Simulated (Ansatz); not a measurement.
# MoSi2: pressure series

Consider MoSi₂ (space group I4/mmm, No. 139; a = 3.217 Å, c = 7.873 Å).

Cell and atoms are relaxed at each pressure.

Computed with DFT with PBE, PAW potentials and a 420 eV plane-wave cutoff in Ansatz (an electronic-structure program), no SOC.

Candidates:
(a) pressure 30 GPa
(b) pressure 9 GPa
(c) pressure 0.9 GPa

Base values:

The c/a ratio comes out as 2.447.

Question: Order them by c/a ratio, highest first.

Answer: (a) pressure 30 GPa (2.468), (b) pressure 9 GPa (2.454), (c) pressure 0.9 GPa (2.448)

Load acts through the strain it causes; cell and atoms are relaxed under it. No phonon test of stability was made. No other phases were tried under pressure. The final runs are not spin-polarised.
